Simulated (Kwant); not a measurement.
Device: six-terminal Hall bar in a ZnO two-dimensional gas. Effective mass 0.3 mₑ, grid spacing 3.8 nm, hard walls, nominal width 100 nm (27 grid rows, so walls 106.4 nm apart), one parabolic valley, scattering region 260 nm long along x; energies count from the band bottom; Fermi energy swept from 0.000805 to 0.00644 eV. Four side probes 50 nm wide, two on each edge; current runs along x; the sign of the Hall resistance is a convention. Perpendicular field 3.8 T, also in the leads; orbital effect alone.

Constants are typed, rounded textbook-type inputs, not results; the design itself was drawn at random and stands for no fabricated device.

Computed with Kwant: effective-mass tight-binding model on a square grid, one spin, coherent transport at 0 K. Resistances are in h/e².

Task: How many Landau levels lie under the Fermi energy, and what Hall resistance follows, at 1.09 meV and 3.80 T; 1.57 meV and 3.80 T; 2.52 meV and 3.80 T; 4.43 meV and 3.80 T?

Result: ħωc = ħeB/m = 0.386 meV a tesla; levels lie at (n + ½)ħωc. E/ħωc = 0.74 gives 1 level and h/(1e²) = 1.000; simulated 1.000. E/ħωc = 1.07 gives 1 level and h/(1e²) = 1.000; simulated 1.000. E/ħωc = 1.72 gives 2 levels and h/(2e²) = 0.500; simulated 0.500. E/ħωc = 3.02 gives 3 levels and h/(3e²) = 0.333; simulated 0.333.
